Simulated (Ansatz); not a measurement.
## SrVO3 under a change: Sr on a V site (antisite), symmetric start

Base system: a 20-atom supercell of SrVO₃ in the cubic perovskite structure (space group Pm-3m, No. 221; a = 3.8102 Å) at its relaxed geometry.

Now apply this change: a neutral Sr on a V site (antisite), symmetric start, atoms relaxed at fixed cell.

Method: plane-wave PAW DFT at the PBEsol level (Ansatz, a first-principles code, 420 eV), no spin-orbit coupling, earlier PAW set. k-mesh 6×6×6 (Γ-centred); smearing 0.05 eV (Fermi–Dirac).

| quantity | base | changed | shift |
|---|---|---|---|
| total moment of the cell | – | 0.0 μB | – |
| energy gained by relaxation | – | 6.12 eV | – |
| largest displacement of a host atom from its site in the perfect cell | – | 0.19 Å | – |
| mean distance from the defect site to its nearest host atoms | 3.60 bohr | 3.97 bohr | +0.37 bohr |

The magnetic state is the one reached from the starting moments; the real material's order can differ, and small cells can't hold many antiferromagnetic ones. The cell is small, so the values are those of an ordered compound at a high defect concentration; dilute-limit values will differ. The defect started on the symmetric site and kept its symmetry, so it may sit on a saddle. Starting moments died away, wholly or in part, for Sr on a V site (antisite) and the base; another magnetic solution may exist. No Hubbard U is applied, and correlation can decide whether such a compound is a metal. Spin-polarised in the final run: Sr on a V site (antisite); the other runs are not. An odd electron count without spin: SrVO3. The defect cell is spin-polarised and ends with 0.0 μB.
